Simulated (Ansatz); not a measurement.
Partial pair distribution functions of a relaxed model of amorphous Hf18O39Y2, broadened by 0.06 Å; density 8.63 g/cm³. Level of theory: PBE, scalar-relativistic without spin-orbit coupling (plane waves to 420 eV, PAW; Ansatz, a quantum-chemistry and plane-wave program).

It comes from a melt-quench run on a machine-learned potential (CHGNet), relaxed afterwards by DFT. O atoms were pushed apart under 1.9 Å during the dynamics, to hinder bonds among them. The hot cell started wider than the set density and was brought back towards it in steps. It is the lowest in DFT energy of 2 quenches. It is a model cell: composition and starting density were chosen by hand, and all elements were melted together. No dispersion term was used. Its density started from a set value of 8.63 and ended at 8.63 g/cm³. Cooling (nominally 450 K/ps over its main leg) ran many orders faster than in experiment, which tends to leave more defects and strain. One small periodic cell is one sample of the glass; other quenches scatter about these values. The volume was held where the preparation left it and the shape relaxed, at a PBE pressure of 3.5 GPa. Stress components on the final sampling reach 3.5 GPa.

| r (Å) | g Hf-O | g O-Y | g Hf-Hf | g O-O |
|---|---|---|---|---|
| 1.75 | 0.01 | 0.00 | 0.00 | 0.00 |
| 1.85 | 0.44 | 0.00 | 0.00 | 0.00 |
| 1.95 | 3.31 | 0.00 | 0.00 | 0.00 |
| 2.05 | 7.52 | 0.29 | 0.00 | 0.00 |
| 2.15 | 6.32 | 3.51 | 0.00 | 0.00 |
| 2.25 | 2.18 | 6.61 | 0.00 | 0.00 |
| 2.35 | 0.91 | 4.76 | 0.00 | 0.11 |
| 2.45 | 0.58 | 3.14 | 0.00 | 0.61 |
| 2.55 | 0.25 | 0.96 | 0.00 | 1.65 |
| 2.65 | 0.12 | 0.08 | 0.00 | 2.83 |
| 2.75 | 0.14 | 0.53 | 0.00 | 2.67 |
| 2.85 | 0.10 | 0.49 | 0.00 | 2.46 |
| 2.95 | 0.21 | 0.57 | 0.01 | 1.83 |
| 3.05 | 0.43 | 0.29 | 0.18 | 1.62 |
| 3.15 | 0.44 | 0.38 | 0.74 | 1.53 |
| 3.25 | 0.30 | 0.36 | 2.35 | 1.24 |
| 3.35 | 0.34 | 0.17 | 3.56 | 0.88 |
| 3.45 | 0.37 | 0.54 | 2.49 | 0.71 |
| 3.55 | 0.45 | 0.86 | 2.82 | 0.69 |
| 3.65 | 0.93 | 0.90 | 2.34 | 0.54 |
| 3.75 | 1.17 | 0.85 | 1.84 | 0.69 |
| 3.85 | 0.93 | 0.80 | 1.80 | 0.95 |
| 3.95 | 0.98 | 0.63 | 1.74 | 0.96 |
| 4.05 | 1.06 | 0.84 | 1.64 | 0.95 |
| 4.15 | 1.11 | 1.32 | 1.40 | 0.96 |
| 4.25 | 1.14 | 0.85 | 0.42 | 0.87 |
| 4.35 | 1.38 | 1.03 | 0.31 | 0.73 |
| 4.45 | 1.43 | 0.92 | 0.26 | 0.60 |

Within 2.64 Å each Hf has 6.11 O neighbours on average.
